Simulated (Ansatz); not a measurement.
Abridged Ansatz (an electronic-structure program) output:

```
Relaxation: its limit of steps is 50 (relax.max_steps)
Pseudopotential: Zr, paw, valence charge 12
Pseudopotential: Se, paw, valence charge 16
Crystal: 3 atoms, lattice volume = 78.475 Å³
Basis set: ecut = 420 eV, 1545 PW (Γ), exchange–correlation on 54×54×90 points (8 copies of the dense FFT grid, shifted against one another)
Bands: 27, of which v1, the nominal top of the filled ones, is band 22 counted from 1 (21 counted from 0)
Symmetry: 12 space group operations
k-points: 168 of 1568
Functional: x = pbe(κ = 0.804, μ = 0.2195149727645171), c = pbe(β = 0.06672455060314922)
SCF iter   1: F=—  HF=-15127.118453 eV  |F-HF|=—  |Δ(HF+E_count)|=         —  Δρ=1.05e-3  dr2=8.10e-4  ethr=1.77e-3  ⟨swp⟩=5.8  Hψ=16892  notcnv=0
SCF iter   2: F=—  HF=-15127.118704 eV  |F-HF|=—  |Δ(HF+E_count)|=   2.51e-4  Δρ=5.95e-4  dr2=1.49e-4  ethr=1.84e-6  ⟨swp⟩=2.1  Hψ=9478  notcnv=0
SCF 1 converged in 8 iterations: F = -15127.118825 eV  dr2 = 1.20e-10
relax step   1: F+E_penalty+E_count = -15127.11882543 eV  Δ(F+E_penalty+E_count) = +0.000e0 eV  max|allowed force component| = 7.180e-1 eV/Å  Δτ_max = 0.0000 Å  (8 SCF iters, accepted)
Crystal: 3 atoms, lattice volume = 78.475 Å³
SCF iter   1: F=—  HF=-15127.052493 eV  |F-HF|=—  |Δ(HF+E_count)|=         —  Δρ=1.22e-2  dr2=9.51e-2  ethr=2.22e-4  ⟨swp⟩=1.1  Hψ=18842  notcnv=0
SCF iter   2: F=—  HF=-15127.025114 eV  |F-HF|=—  |Δ(HF+E_count)|=   2.74e-2  Δρ=5.80e-3  dr2=2.12e-2  ethr=2.16e-4  ⟨swp⟩=2.0  Hψ=6192  notcnv=0
SCF 2 converged in 10 iterations: F = -15127.020623 eV  dr2 = 1.15e-10
relax step   2: F+E_penalty+E_count = -15127.02062317 eV  Δ(F+E_penalty+E_count) = +9.820e-2 eV  max|allowed force component| = 1.265e0 eV/Å  Δτ_max = 0.1975 Å  (10 SCF iters, rejected (line search))
Crystal: 3 atoms, lattice volume = 78.475 Å³
SCF iter   1: F=—  HF=-15127.186147 eV  |F-HF|=—  |Δ(HF+E_count)|=         —  Δρ=7.83e-3  dr2=3.61e-2  ethr=8.48e-4  ⟨swp⟩=4.1  Hψ=12490  notcnv=0
SCF iter   2: F=—  HF=-15127.175170 eV  |F-HF|=—  |Δ(HF+E_count)|=   1.10e-2  Δρ=3.73e-3  dr2=8.76e-3  ethr=8.19e-5  ⟨swp⟩=2.9  Hψ=9742  notcnv=0  defer=8
SCF 3 converged in 10 iterations: F = -15127.173304 eV  dr2 = 5.03e-11
relax step   3: F+E_penalty+E_count = -15127.17330442 eV  Δ(F+E_penalty+E_count) = -5.448e-2 eV  max|allowed force component| = 1.251e-2 eV/Å  Δτ_max = 0.0738 Å  (10 SCF iters, accepted)
Crystal: 3 atoms, lattice volume = 78.475 Å³
SCF iter   1: F=—  HF=-15127.173329 eV  |F-HF|=—  |Δ(HF+E_count)|=         —  Δρ=8.73e-5  dr2=4.86e-6  ethr=9.67e-8  ⟨swp⟩=2.0  Hψ=8455  notcnv=0  defer=8
SCF iter   2: F=—  HF=-15127.173321 eV  |F-HF|=—  |Δ(HF+E_count)|=   7.96e-6  Δρ=4.13e-5  dr2=1.04e-6  ethr=1.10e-8  ⟨swp⟩=2.5  Hψ=8084  notcnv=0  defer=8
SCF 4 converged in 6 iterations: F = -15127.173320 eV  dr2 = 7.27e-11
relax step   4: F+E_penalty+E_count = -15127.17332024 eV  Δ(F+E_penalty+E_count) = -1.582e-5 eV  max|allowed force component| = 7.465e-4 eV/Å  Δτ_max = 0.0013 Å  (6 SCF iters, accepted)
SCF converged after 6 iterations
Free energy (F): -15127.173320 eV
Internal energy: -15127.173063 eV  (E = F + TS)
E sigma→0 (E₀):  -15127.173192 eV
Entropy (-TS):   -0.000257 eV (-0.086 meV/atom)
Fermi energy:    8.722572 eV
  E_disp       = -1.126494  (pairwise vdW)
--- Forces (eV/Å), atoms counted from 1 ---
  atom   1  Zr     0.00000000    -0.00000000     0.00000000
  atom   2  Se     0.00000000    -0.00000000     0.00074646
  atom   3  Se     0.00000000     0.00000000    -0.00074646
--- Stress (GPa, compression-positive) ---
       -3.115061       0.000000      -0.000000
        0.000000      -3.115061      -0.000000
       -0.000000       0.000000      -1.153817
  P = ⅓ Tr σ = -2.4613 GPa (-24.613 kbar)
--- Relaxed structure (4 steps of the walk, 3 accepted, 0 SCFs on fresh bases) ---
  atoms:
    - { symbol: Zr, position: [1.302832881790943e-34, -1.5328784857243824e-35, 7.482503484671588e-19] }
    - { symbol: Se, position: [0.3333333333333333, 0.6666666666666666, 0.2529153597722411] }
    - { symbol: Se, position: [0.6666666666666666, 0.3333333333333333, 0.7470846402277588] }
```

Problem. What was computed, and what are the main results?

Solution. ZrSe2, 3 atoms in the cell, with PBE-D3(BJ)/PAW in Ansatz, no spin-orbit coupling. The last SCF converged to F = -15127.173320 eV, or -5042.3911 eV per atom, at a pressure of -2.46 GPa. The total energy compares only with runs of the same code, potentials and settings.

The cells carry an imposed strain or load. No phonon test of stability was made. The cell was made from ZrSe$_{2}$ in the CdI2 type structure (space group P-3m1, No. 164; layered, stacked along the Cartesian z axis) by this change: isotropic strain +2.50 %.

Keys are those of Ansatz 0.2.
